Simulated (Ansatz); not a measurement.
Results of r²SCAN+rVV10 (PAW; Ansatz, a quantum-chemistry and plane-wave program) for A15 Mo₃Si.

Numerical settings: plane-wave cutoff 500 eV, 8×8×8 k mesh, Fermi–Dirac smearing 0.05 eV, no spin polarisation, scalar-relativistic PAW data made under PBE.

Computed at the level's own relaxed cell.

### Question
Estimate the equilibrium volume per atom and equilibrium lattice constant a that the calculation returns.

### Answer

- equilibrium volume per atom: 14.49 Å³/atom
- equilibrium lattice constant a: 4.875 Å

Measured, for comparison: lattice constant a 4.889 Å (temperature not stated, copied from a table, unchecked, not corrected to a static lattice; as tabulated in Dopovidi Akademii Nauk Ukrains'koi RSR, Seriya A: Fiziko-Tekhnichni ta Matematichni Nauki 1970, 553 (1970)). Computed (rounded) less measured: lattice constant a not scored (unchecked).

Computed values are for the static lattice.

It cost about 2.0 core-minutes (a rough figure) of CPU time.
